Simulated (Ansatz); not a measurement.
Cell of ScSi (1 1 0) on Si0.875Ge0.125, ordered (0 0 1) (film strained to the substrate, started from cuts of the bulks; slabs Ge4Si32 and Sc12Si18, which can lie off the formulas), with its geometry taken from a PBE run:

```yaml
crystal:
  lattice:
    - [5.49967, -0.00033, -0.10449]
    - [5.49742, 10.99923, -0.26135]
    - [-1.81451, 1.06007, 21.72294]
  atoms:
    - { symbol: Ge, position: [0.01245, 0.96973, 0.15686] }
    - { symbol: Ge, position: [0.53933, 0.46498, 0.15153] }
    - { symbol: Si, position: [0.26058, 0.22543, 0.15605] }
    - { symbol: Si, position: [0.74969, 0.72412, 0.15268] }
    - { symbol: Si, position: [0.65889, 0.09210, 0.21933] }
    - { symbol: Si, position: [0.16992, 0.59225, 0.21331] }
    - { symbol: Si, position: [0.93202, 0.34240, 0.22169] }
    - { symbol: Si, position: [0.42002, 0.83876, 0.21976] }
    - { symbol: Si, position: [0.43179, 0.98666, 0.04100] }
    - { symbol: Si, position: [0.03792, 0.52212, 0.03703] }
    - { symbol: Si, position: [0.69534, 0.20449, 0.02121] }
    - { symbol: Si, position: [0.11816, 0.70134, 0.01989] }
    - { symbol: Si, position: [0.08005, 0.11241, 0.09663] }
    - { symbol: Si, position: [0.60444, 0.60455, 0.08432] }
    - { symbol: Si, position: [0.37865, 0.34113, 0.08795] }
    - { symbol: Si, position: [0.85643, 0.84939, 0.09046] }
    - { symbol: Ge, position: [0.12493, 0.95558, 0.41009] }
    - { symbol: Ge, position: [0.65547, 0.45686, 0.40278] }
    - { symbol: Si, position: [0.38297, 0.19774, 0.40587] }
    - { symbol: Si, position: [0.87406, 0.70488, 0.41223] }
    - { symbol: Si, position: [0.77847, 0.08226, 0.47547] }
    - { symbol: Si, position: [0.30631, 0.57425, 0.46746] }
    - { symbol: Si, position: [0.04615, 0.31806, 0.46924] }
    - { symbol: Si, position: [0.51895, 0.82206, 0.47802] }
    - { symbol: Si, position: [0.57197, 0.95980, 0.28161] }
    - { symbol: Si, position: [0.08625, 0.46560, 0.28058] }
    - { symbol: Si, position: [0.82343, 0.21143, 0.28099] }
    - { symbol: Si, position: [0.31497, 0.71259, 0.28110] }
    - { symbol: Si, position: [0.22819, 0.08043, 0.34283] }
    - { symbol: Si, position: [0.73577, 0.59046, 0.34030] }
    - { symbol: Si, position: [0.48180, 0.33134, 0.34480] }
    - { symbol: Si, position: [0.96905, 0.83137, 0.34640] }
    - { symbol: Si, position: [0.66568, 0.95327, 0.53728] }
    - { symbol: Si, position: [0.34331, 0.39657, 0.51447] }
    - { symbol: Si, position: [0.81820, 0.24387, 0.53589] }
    - { symbol: Si, position: [0.41390, 0.69230, 0.54343] }
    - { symbol: Sc, position: [0.08134, 0.44747, 0.72380] }
    - { symbol: Sc, position: [0.76136, 0.78161, 0.72240] }
    - { symbol: Sc, position: [0.40947, 0.11784, 0.72824] }
    - { symbol: Sc, position: [0.70280, 0.28296, 0.67463] }
    - { symbol: Sc, position: [0.40002, 0.61984, 0.67680] }
    - { symbol: Sc, position: [0.01591, 0.95871, 0.67690] }
    - { symbol: Sc, position: [0.46362, 0.43809, 0.89406] }
    - { symbol: Sc, position: [0.10016, 0.76647, 0.89266] }
    - { symbol: Sc, position: [0.78011, 0.10877, 0.89704] }
    - { symbol: Sc, position: [0.07572, 0.27292, 0.84691] }
    - { symbol: Sc, position: [0.73194, 0.61140, 0.83903] }
    - { symbol: Sc, position: [0.40343, 0.94007, 0.84534] }
    - { symbol: Si, position: [0.22059, 0.46033, 0.61070] }
    - { symbol: Si, position: [0.98323, 0.78375, 0.59924] }
    - { symbol: Si, position: [0.55089, 0.13046, 0.60834] }
    - { symbol: Si, position: [0.13275, 0.28599, 0.62879] }
    - { symbol: Si, position: [0.81445, 0.63715, 0.61853] }
    - { symbol: Si, position: [0.46322, 0.96302, 0.63542] }
    - { symbol: Si, position: [0.63231, 0.44313, 0.77022] }
    - { symbol: Si, position: [0.28684, 0.78255, 0.76986] }
    - { symbol: Si, position: [0.95201, 0.11388, 0.77378] }
    - { symbol: Si, position: [0.52482, 0.27952, 0.80006] }
    - { symbol: Si, position: [0.20231, 0.60908, 0.79652] }
    - { symbol: Si, position: [0.85797, 0.94489, 0.80083] }
    - { symbol: Si, position: [0.99151, 0.44826, 0.93672] }
    - { symbol: Si, position: [0.65215, 0.76582, 0.93878] }
    - { symbol: Si, position: [0.34455, 0.09539, 0.94616] }
    - { symbol: Si, position: [0.94430, 0.27254, 0.96506] }
    - { symbol: Si, position: [0.55575, 0.60574, 0.96618] }
    - { symbol: Si, position: [0.21198, 0.92125, 0.96430] }
```

These are r2SCAN (plane waves to 500 eV, PAW; Ansatz, a program for electronic structure) values and carry that method's errors. No spin–orbit coupling; the runs are not spin-polarised. Its k-point mesh 5×3×1, Fermi–Dirac width 0.05 eV.

### Question
Give the plane-averaged electrostatic potential energy of an electron along the normal (the smooth PAW potential), about its mean over the cell.

### Answer
(z (Å), V (eV)): (0.000, 2.47); (0.407, 0.80); (0.678, 0.18); (1.085, 1.07); (1.492, 0.63); (1.763, -0.31); (2.170, 0.11); (2.577, 2.07); (2.983, 1.17); (3.255, 0.28); (3.661, 0.96); (4.068, 2.15); (4.339, 1.08); (4.746, -0.40); (5.153, 1.02); (5.424, 1.92); (5.831, 0.17); (6.238, -0.33); (6.645, 1.64); (6.916, 1.64); (7.323, -0.28); (7.730, 0.33); (8.001, 1.76); (8.408, 1.60); (8.815, 0.30); (9.086, 0.70); (9.493, 2.12); (9.899, 0.73); (10.171, -0.50); (10.578, -0.05); (10.984, 1.40); (11.391, 0.54); (11.662, 0.57); (12.069, 2.51); (12.476, 3.50); (12.747, 1.59); (13.154, -2.39); (13.561, -3.37); (13.832, -2.09); (14.239, -0.81); (14.646, -1.25); (14.917, -1.12); (15.324, -0.80); (15.731, -1.11); (16.137, -0.73); (16.409, -1.19); (16.816, -2.96); (17.222, -3.19); (17.494, -2.05); (17.900, -1.07); (18.307, -1.06); (18.578, -0.74); (18.985, -0.49); (19.392, -1.15); (19.799, -1.01); (20.070, -1.45); (20.477, -3.17); (20.884, -2.43); (21.155, -0.17); (21.562, 2.36)
